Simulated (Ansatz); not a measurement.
## CuI (P-3m1, No. 164, 4 atoms in the cell; start mp-570081; a measured phase of this formula has another space group)

Calculation: r²SCAN+rVV10 (Ansatz, a program for electronic structure, PAW).

Numerical settings: plane-wave cutoff 560 eV, 12×12×6 k mesh (along the axes of the cell as run), Fermi–Dirac smearing 0.01 eV, no spin polarisation, scalar-relativistic PAW data made under PBE.

Cell (relaxed at this level):

```
CuI
1.0
    4.09436     0.00000     0.00000
   -2.04718     3.54582     0.00000
    0.00000     0.00000     7.21276
Cu I
2 2
Direct
  0.66667   0.33333   0.59256
  0.33333   0.66667   0.40744
  0.33333   0.66667   0.76428
  0.66667   0.33333   0.23572
```

For CuI (P-3m1, No. 164, 4 atoms in the cell; start mp-570081; a measured phase of this formula has another space group), the band gap comes out as 2.09 eV.

Spin–orbit coupling is not included; with these elements it can move the gap by several tenths of an eV or more.

Computed values are for the static lattice.

A start named mp-… is a Materials Project structure, which need not be a measured phase.
